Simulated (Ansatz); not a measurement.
## A computed series for InAs: element substitutions

Take InAs in the zinc blende structure (space group F-43m, No. 216; a = 6.1084 Å) as the base.

Each row replaces one element on all its sites; cell and atoms are relaxed.

Method: r2SCAN/PAW in Ansatz (an electronic-structure program), without spin-orbit coupling, earlier PAW set.

| variant | band gap | volume per atom |
|---|---|---|
| base | 0.08 eV | 28.49 Å³ |
| In → Ga | 0.97 eV | 22.73 Å³ |
| In → Ag | zero | 24.51 Å³ |
| As → Se | zero | 34.56 Å³ |

No phonon test of stability was made. As relaxed here, AgAs and InSe are hypothetical phases, not in the database extracts checked. All final runs are without spin polarisation. An odd electron count without spin: InSe. The zero or small gap of InAs can change with the level of theory.
